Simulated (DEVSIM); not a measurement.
System: InP n-i-p diode, at 400 K.

Layer 1 from the left is InP, thickness (μm) 0.490, Nd (cm⁻³) 3.9e16, τn (s) 5.2e-8, τp (s) 5.2e-8. Layer 2 from the left is InP, thickness (μm) 0.250, Na (cm⁻³) 1.6e13, τn (s) 5.2e-8, τp (s) 5.2e-8. Layer 3 from the left is InP, thickness (μm) 0.440, Na (cm⁻³) 4.8e17, τn (s) 5.2e-8, τp (s) 5.2e-8.

Left contact: ohmic. Right contact: ohmic. Voltage is applied to the left contact. Recombination: SRH at mid-gap, radiative. Mobility is μmin + (μ − μmin)/(1 + (N/Nref)^α).

Constants are typed, rounded textbook-type inputs, not results; the design itself was drawn at random and stands for no fabricated device. Values at 300 K; Nc and Nv go as T^1.5, mobilities as T to minus their exponent, the gap by Varshni's rule with the affinity fixed.

InP: gap (eV) 1.344, affinity (eV) 4.38, permittivity 12.5, Nc (cm⁻³) 5.7e17, Nv (cm⁻³) 1.1e19, μn (cm²/Vs) 5200, μp (cm²/Vs) 170, μn,min 400, μp,min 10, Nref,n 3e17, Nref,p 4.9e17, αn 0.47, αp 0.62, T exponent of μn 2, T exponent of μp 2, B (cm³/s) 1.2e-10, Varshni α (eV/K) 0.000363, Varshni β (K) 162.

Model (solved in DEVSIM): 1D drift-diffusion, Boltzmann statistics, complete ionisation; no tunnelling, impact ionisation, image-force lowering or self-heating.

Q: What does the simulation give for the potential step across the device at zero bias, the dark forward voltage at 100 A/cm², the dark forward voltage at 1 A/cm²?

A: potential step across the device at zero bias 1.081 V; dark forward voltage at 100 A/cm² 0.919 V; dark forward voltage at 1 A/cm² 0.756 V.
